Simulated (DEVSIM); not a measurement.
Device: Pd/SiO2/p-InP capacitor, at 300 K.

```
layer (left to right)  material  thickness (nm)  Na (cm⁻³)
---------------------  --------  --------------  ---------
1                          SiO2            2.60          -
2                           InP           15000     1.8e15
```

Metal gate on the left, work function 5.2 eV. Fixed charge at the semiconductor interface -1.4e11 cm⁻² (in units of +e); interface traps 2.4e10 cm⁻² eV⁻¹, uniform in energy, neutral level at 0.7 of the gap above the valence band.

This is a model device: material constants are rounded textbook-type values typed into the input, and sizes, dopings and lifetimes were drawn at random. Values at 300 K.

| parameter | SiO2 | InP |
|---|---|---|
| gap (eV) | 9 | 1.344 |
| affinity (eV) | 0.9 | 4.38 |
| permittivity | 3.9 | 12.5 |
| Nc (cm⁻³) | - | 5.7e17 |
| Nv (cm⁻³) | - | 1.1e19 |

Model (solved in DEVSIM): 1D Poisson equation in equilibrium, Boltzmann statistics, complete ionisation; no quantum confinement or tunnelling. Metal contacts follow the ideal Schottky-Mott rule: no Fermi-level pinning, no interface dipoles.

**Question.** Tabulate band edges, carrier densities and field at 0.3 V on the gate.

**Answer.** Energies count from the Fermi level of the right contact; mesh points crowd at the junctions.

```
x (μm)    Ec (eV)  Ev (eV)  n (cm⁻³)  p (cm⁻³)  field (V/cm)
--------  -------  -------  --------  --------  ------------
0.000       4.000   -5.000     < 1e2     < 1e2        120000
0.001032    4.012   -4.988     < 1e2     < 1e2        120000
0.002104    4.025   -4.975     < 1e2     < 1e2        120000
0.003182    0.551   -0.793     3.1e8    530000         17000
0.006957    0.558   -0.786     2.4e8    680000         17000
0.01431     0.570   -0.774     1.5e8   1100000         17000
0.03148     0.598   -0.746     5.1e7   3200000         16000
0.09656     0.697   -0.647   1100000     1.5e8         14000
0.2234      0.858   -0.486      2200    7.6e10         11000
0.5373      1.079   -0.265     < 1e2    3.8e14          3200
1.252       1.119   -0.225     < 1e2    1.8e15           ≈ 0
3.960       1.119   -0.225     < 1e2    1.8e15           ≈ 0
8.883       1.119   -0.225     < 1e2    1.8e15           ≈ 0
12.38       1.119   -0.225     < 1e2    1.8e15           ≈ 0
14.18       1.119   -0.225     < 1e2    1.8e15           ≈ 0
14.65       1.119   -0.225     < 1e2    1.8e15           ≈ 0
14.86       1.119   -0.225     < 1e2    1.8e15           ≈ 0
14.94       1.119   -0.225     < 1e2    1.8e15           ≈ 0
14.98       1.119   -0.225     < 1e2    1.8e15           ≈ 0
14.99       1.119   -0.225     < 1e2    1.8e15           ≈ 0
15.00       1.119   -0.225     < 1e2    1.8e15           ≈ 0
15.00       1.119   -0.225     < 1e2    1.8e15           ≈ 0
```
